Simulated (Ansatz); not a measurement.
Take SbP in the rock salt structure (space group Fm-3m, No. 225; a = 5.6004 Å; a hypothetical phase, not in the database extracts checked; relaxed with 0.1 eV smearing) as the base. Axes: x, y, z lie along the cube axes.

The values are results of Kohn–Sham DFT with the r2SCAN functional, run in Ansatz (a quantum-chemistry and plane-wave program) with PAW and 500 eV plane waves, no spin-orbit coupling, not measurements.

A first run, uniaxial strain ε_xx = −1.29 %, gives secant values C11 ≈ 200 GPa and C12 ≈ 24 GPa from its stress. A second run applies isotropic strain +2.63 %.

### Question
What does linear elasticity predict for the bulk modulus −ΔP/(ΔV/V₀) in the second run, and what does the run give?

### Answer
Linear elasticity: (C11 + 2 C12)/3 = 83 GPa. The run gives 65 GPa; any difference comes from nonlinear terms at these strains and numerical noise.

Stability against distortions was not tested. All final runs are without spin polarisation.
